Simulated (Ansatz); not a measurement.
BP (F-43m), Ansatz (a program for electronic structure) with r2SCAN with spin-orbit coupling, rigid bands: Condition of this run: hydrostatic pressure -2 GPa (the target of the relaxation). band gap 1.41 eV, N_c = 4.08e19 cm⁻³ and N_v = 2.23e19 cm⁻³ at 300 K, conductivity masses of 0.322 mₑ (electrons) and 0.397 mₑ (holes). Take k_BT = 0.02585 eV.

Question: A film of it is 3 nm thick. Estimate the confinement energies in an infinite well.

Answer: ħ²π²/(2m t²) = 0.376 eV·nm²/(m/mₑ × t²) gives 130 meV for electrons and 105 meV for holes, so the gap would widen to about 1.64 eV. Finite barriers and nonparabolic bands lower this, and with several valleys or bands the heaviest mass along the normal sets the lowest level, not this average.

Question: Find the intrinsic carrier density and the intrinsic Fermi level.

Answer: n_i = √(N_c N_v) exp(−E_g/2k_BT) = 3.02e19 × exp(−27.27) = 4.3e7 cm⁻³. The level lies (k_BT/2) ln(N_v/N_c) = -8 meV from mid-gap (positive towards the conduction band). Each 0.1 eV added to the gap lowers n_i by a factor of 6.9.

Question: What built-in voltage has an abrupt junction with N_A = 1e16 and N_D = 1e18 cm⁻³, all dopants ionised?

Answer: V_bi = E_g/e − (k_BT/e) ln(N_c N_v/(N_A N_D)) = 1.41 − 0.02585 × 11.42 = 1.11 V. It follows the computed gap one for one.

Rigid, parabolic bands with the computed gap; masses take one relaxation time for all states.
